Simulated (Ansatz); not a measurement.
# WC: pressure series

Base system: WC (space group P-6m2, No. 187; a = 2.913 Å, c = 2.837 Å).

Cell and atoms are relaxed at each pressure.

Level of theory: r2SCAN (Ansatz, a program for electronic structure, PAW, without spin-orbit coupling), earlier PAW set.

Notes on the quantities. enthalpy: H = E + PV relative to the base's energy.

```csv
change,density,enthalpy
base,15.61 g/cm³,–
pressure −2 GPa,15.53 g/cm³,-0.13 eV/atom
pressure −1 GPa,15.57 g/cm³,-0.07 eV/atom
pressure 0.3 GPa,15.62 g/cm³,+0.02 eV/atom
pressure 0.7 GPa,(withheld),+0.05 eV/atom
pressure 1.5 GPa,15.66 g/cm³,+0.10 eV/atom
pressure 3 GPa,15.72 g/cm³,+0.19 eV/atom
pressure 5 GPa,15.80 g/cm³,+0.32 eV/atom
pressure 7.5 GPa,15.89 g/cm³,+0.48 eV/atom
pressure 10 GPa,15.98 g/cm³,+0.64 eV/atom
```

Complete the table.


- pressure 0.7 GPa, density: 15.63 g/cm³

Load acts through the strain it causes; cell and atoms are relaxed under it. Whether these cells are dynamically stable was not tested. No other phases were tried under pressure. All final runs are without spin polarisation.
